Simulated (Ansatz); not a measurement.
Take GaSb in the zinc blende structure (space group F-43m, No. 216; a = 6.132 Å) as the base. Axes: x, y, z lie along the cube axes.

Method: Kohn–Sham DFT with the r2SCAN functional, run in Ansatz (an electronic-structure program) with PAW and 500 eV plane waves, no spin-orbit coupling.

Strains are applied to the cell and any free atomic positions relax; under biaxial strain the out-of-plane vector relaxes too; under stress the whole cell relaxes.

One change was made to it. Results:

The energy grows by 9.6 meV/atom; the volume per atom increases by 0.806 Å³, from 28.83 Å³ to 29.63 Å³; the band gap becomes zero (base: 0.41 eV).

Which change produced these results?
(A) biaxial strain +2.49 %, plane normal [001], relaxed out of plane
(B) isotropic strain −2.08 %
(C) uniaxial stress, 2 GPa compression along x
(D) isotropic strain −5.43 %
(E) isotropic strain +0.85 %

A, biaxial strain +2.49 %, plane normal [001], relaxed out of plane. For comparison, the band gap in the other runs: uniaxial stress, 2 GPa compression along x gives 0.33 eV; isotropic strain −2.08 % gives 0.83 eV; isotropic strain −5.43 % gives 0.83 eV; isotropic strain +0.85 % gives 0.22 eV.

Spin-orbit coupling, missing from the scalar runs, can matter with Sb. Stability under load was not tested beyond the relaxation. All final runs are without spin polarisation. Gaps under 0.05 eV, about the width of the smearing, are given as zero. A zero or small gap of GaSb under biaxial strain +2.49 %, plane normal [001], relaxed out of plane and GaSb under isotropic strain +0.85 % can be the functional's error rather than a property of the material.
